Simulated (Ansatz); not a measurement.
```yaml
crystal:
  lattice:
    - [0.00000, 2.83313, 2.83313]
    - [2.83313, 0.00000, 2.83313]
    - [2.83313, 2.83313, 0.00000]
  atoms:
    - { symbol: As, position: [0.25000, 0.25000, 0.25000] }
    - { symbol: Ga, position: [0.00000, 0.00000, 0.00000] }
```

List the harmonic phonon frequencies (cm⁻¹; finite displacements on a 6×6×6 mesh, r2SCAN in Ansatz, an electronic-structure program, k mesh 6×6×6) at q = (0.000, 0.000, 0.167), (0.000, 0.167, 0.333), (0.167, 0.333, -0.333), in fractions of this cell's reciprocal vectors. At Γ leave out the LO-TO shift.


- (0.000, 0.000, 0.167): 41, 41, 90, 261, 261, 283
- (0.000, 0.167, 0.333): 70, 83, 141, 251, 253, 271
- (0.167, 0.333, -0.333): 93, 113, 185, 217, 250, 264
